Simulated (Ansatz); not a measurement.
# Response to strain in Mg2Si

The parent structure is Mg2Si (space group Fm-3m, No. 225; a = 6.3255 Å). Axes: x, y, z lie along the cube axes.

Strains are applied to the cell and any free atomic positions relax; under biaxial strain the out-of-plane vector relaxes too; under stress the whole cell relaxes.

Method: Ansatz (a quantum-chemistry and plane-wave program) PBEsol, scalar-relativistic without spin-orbit coupling, earlier PAW set.

Notes on the quantities. energy relative to the base: free energy F.

```json
[
 {"variant": "base", "energy relative to the base": "0 meV/atom", "band gap": "0.12 eV", "gap character": "indirect, Γ → X", "shortest interatomic distance": "2.739 Å"},
 {"variant": "biaxial strain −3.77 %, plane normal [111], relaxed out of plane", "energy relative to the base": "+27 meV/atom", "band gap": "zero", "gap character": "–", "shortest interatomic distance": "2.661 Å"},
 {"variant": "biaxial strain −0.74 %, plane normal [111], relaxed out of plane", "energy relative to the base": "+1.0 meV/atom", "band gap": "0.08 eV", "gap character": "indirect, Γ → F", "shortest interatomic distance": "2.723 Å"},
 {"variant": "biaxial strain −0.73 %, plane normal [111], relaxed out of plane", "energy relative to the base": "+0.9 meV/atom", "band gap": "0.08 eV", "gap character": "indirect, Γ → F", "shortest interatomic distance": "2.723 Å"},
 {"variant": "isotropic strain +5.53 %", "energy relative to the base": "+86 meV/atom", "band gap": "0.19 eV", "gap character": "indirect, Γ → X", "shortest interatomic distance": "2.890 Å"},
 {"variant": "uniaxial stress, 2 GPa tension along x", "energy relative to the base": "+2.5 meV/atom", "band gap": "0.07 eV", "gap character": "indirect, Γ → X", "shortest interatomic distance": "2.750 Å"}
]
```

Beyond what the load breaks, stability against distortions was not tested. The final runs are not spin-polarised. A zero or small gap of Mg2Si can be the functional's error rather than a property of the material. k-point labels follow each cell's own Brillouin zone.
